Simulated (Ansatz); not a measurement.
Start from Ru in the hcp (Mg type) structure (space group P6_3/mmc, No. 194; a = 2.704 Å, c = 4.263 Å; relaxed with 0.1 eV smearing). Axes: x lies along a and z along c of the hexagonal cell.

Level of theory: Ansatz (a program for electronic structure), r2SCAN, PAW, cutoff 500 eV, no spin-orbit coupling.

For the base:

| Property | Value |
|---|---|
| Shortest interatomic distance | 2.642 Å |
| Pressure | 0.0 GPa |
| Band gap | zero |

Modification: tensor shear ε_xz = +0.57 % (engineering shear γ = 0.0114), atoms relaxed at fixed cell.

Question: What does the calculation give for the energy relative to the base after the change?

Answer: The energy grows by 1.1 meV/atom.

Question: Predict the new shortest interatomic distance.

Answer: The shortest interatomic distance falls by 0.012 Å to 2.630 Å.

Question: How does this affect the pressure?

Answer: The pressure (mean of the normal stresses, compression positive) is still 0.0 GPa.

Question: How does this affect the band gap?

Answer: The band gap is still zero.

The cells carry an imposed strain or load. No phonon test of stability was made. The final runs are not spin-polarised.
